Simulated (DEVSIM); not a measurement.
System: illuminated Si n-on-p cell, one wavelength, at 400 K.

Layer 1 from the left is Si, thickness (μm) 0.190, Nd (cm⁻³) 1.2e19, τn (s) 4.3e-8, τp (s) 4e-7, absorption coefficient (cm⁻¹) 11000. Layer 2 from the left is Si, thickness (μm) 35.0, Na (cm⁻³) 3.3e16, τn (s) 2.7e-6, τp (s) 2.7e-6, absorption coefficient (cm⁻¹) 11000.

Left contact: ohmic, minority hole recombination velocity 2000 cm/s. Right contact: ohmic, minority electron recombination velocity 40 cm/s. Voltage is applied to the left contact. Recombination: SRH at mid-gap, radiative, Auger. Light enters at the left, 2e16 photons cm⁻² s⁻¹, one pass, no reflection. Mobility is μmin + (μ − μmin)/(1 + (N/Nref)^α).

This is a model device: material constants are rounded textbook-type values typed into the input, and sizes, dopings and lifetimes were drawn at random. Values at 300 K; Nc and Nv go as T^1.5, mobilities as T to minus their exponent, the gap by Varshni's rule with the affinity fixed.

Si: gap (eV) 1.124, affinity (eV) 4.05, permittivity 11.7, Nc (cm⁻³) 2.86e19, Nv (cm⁻³) 3.1e19, μn (cm²/Vs) 1417, μp (cm²/Vs) 470, μn,min 52, μp,min 45, Nref,n 9.7e16, Nref,p 2.2e17, αn 0.68, αp 0.72, T exponent of μn 2.3, T exponent of μp 2.2, B (cm³/s) 4.7e-15, Cn (cm⁶/s) 2.8e-31, Cp (cm⁶/s) 9.9e-32, Varshni α (eV/K) 0.000473, Varshni β (K) 636.

DEVSIM, 1D drift-diffusion, Boltzmann statistics, complete ionisation; no tunnelling, impact ionisation, image-force lowering or self-heating.

Dark forward current:

```tsv
|V| (V)	|J| (A/cm²)
0.05	1.093e-6
0.10	4.728e-6
0.15	1.825e-5
0.20	7.174e-5
0.25	0.0002907
0.30	0.001203
0.35	0.005045
0.40	0.02123
0.45	0.08835
0.50	0.3486
0.55	1.182
0.60	3.214
0.65	7.705
0.70	18.67
0.75	50.12
0.80	155.4
0.85	518.8
0.90	1544
0.95	3656
```

Question: Work out the local ideality factor n = ΔV / (kT/q · ln(J2/J1)) between the rows 0.15 and 0.20 V, 0.35 and 0.40 V, 0.90 and 0.95 V.

Answer: kT/q = 34.47 mV. From 0.15 to 0.20 V: ln(7.174e-5/1.825e-5) = 1.369, n = 1.06, near the 1 of diffusion or emission over a barrier. From 0.35 to 0.40 V: ln(0.02123/0.005045) = 1.437, n = 1.01, near the 1 of diffusion or emission over a barrier. From 0.90 to 0.95 V: ln(3656/1544) = 0.862, n = 1.68.

Question: What current could the absorbed light give at most, and what share is collected?

Answer: Σ αd = 38.7, so qΦ(1 − exp(−Σ αd)) = 3.20 mA/cm². The simulated short-circuit current is 3.182 mA/cm², a share of 0.99.

Question: Estimate the open-circuit voltage by superposition: the voltage at which the dark current equals that short-circuit current.

Answer: Interpolating ln J in the table gives 0.334 V. The simulation gives 0.334 V, the same within the digits that matter. Superposition holds where collection doesn't change with voltage.

Question: Estimate the fill factor from FF0 = (v − ln(v + 0.72))/(v + 1), v = qVoc/(nkT), with n from the dark curve.

Answer: The rows about Voc, 0.30 and 0.35 V, give n = 1.01, so v = 9.58 and FF0 = 0.685. The simulation gives 0.684, the same within the digits that matter.
